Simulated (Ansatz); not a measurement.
## PBE against PBEsol: WC, W on a C site (antisite)

Start from a 20-atom supercell of WC (space group P-6m2, No. 187; a = 2.922 Å, c = 2.847 Å) at its relaxed geometry.

(Cell as relaxed with PBE.)

Levels (all Ansatz, a first-principles code, PAW, earlier PAW set): PBE (420 eV, no SOC); PBEsol (420 eV, no spin-orbit coupling).

Each level relaxes its own structure.

One thing is altered: one C atom is replaced by W, atoms relaxed at fixed cell, starting from a slightly rattled geometry.

| quantity | PBE | PBEsol |
|---|---|---|
| shift of the substituted atom off its lattice site | 0.85 Å | [?] |
| largest displacement of a host atom from its site in the perfect cell | 0.30 Å | [?] |
| pressure | 32.3 GPa | [?] |

Task: Predict the PBEsol column.

Result: 
- shift of the substituted atom off its lattice site, PBEsol: 0.84 Å
- largest displacement of a host atom from its site in the perfect cell, PBEsol: 0.30 Å
- pressure, PBEsol: 33.5 GPa

PBE's pressure lies 1.2 GPa below PBEsol's; the two agree on the largest displacement of a host atom from its site in the perfect cell. Neither level is exact; PBEsol is the comparison here, not a measurement.

In so small a cell the defect repeats every few ångströms: this is an ordered compound, not a dilute defect. The final runs are not spin-polarised.
